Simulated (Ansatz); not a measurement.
Start from Al2O3 in the corundum structure (space group R-3c, No. 167; a = 4.8080 Å, c = 13.1216 Å (hexagonal axes)).

Calculations: PBE (Ansatz, a first-principles code; PAW; 420 eV plane waves; no spin-orbit coupling), earlier PAW set.

Before the change:

The valence-band top at Γ is 0.00, -0.03, -0.03 eV and the lattice parameter a comes out as 4.808 Å. The electron mass is 0.38 mₑ along c, 0.37 mₑ across (at Γ) and the gap character is direct at Γ.

Modification: a hydrostatic pressure of 22.5 GPa.

Question: What does the calculation give for the valence-band top at Γ after the change?

Answer: The valence-band top at Γ (three highest levels, from the VBM) becomes 0.00, -0.09, -0.09 eV (base: 0.00, -0.03, -0.03 eV).

Question: Predict the new lattice parameter a.

Answer: The lattice parameter a decreases by 0.126 Å (4.808 Å → 4.682 Å).

Question: How does this affect the electron mass?

Answer: The electron mass becomes 0.44 mₑ along c, 0.40 mₑ across (at Γ) (base: 0.38 mₑ along c, 0.37 mₑ across (at Γ)).

Question: Predict the new mean gap deformation potential ΔEg/Δln V.

Answer: The mean gap deformation potential ΔEg/Δln V is -12.3 eV.

Question: How does this affect the gap character?

Answer: The gap character remains direct at Γ.

Load acts through the strain it causes; cell and atoms are relaxed under it. Masses are band curvatures over ±0.01 Å⁻¹ around the edge. No phonon test of stability was made. No other phases were tried under pressure.
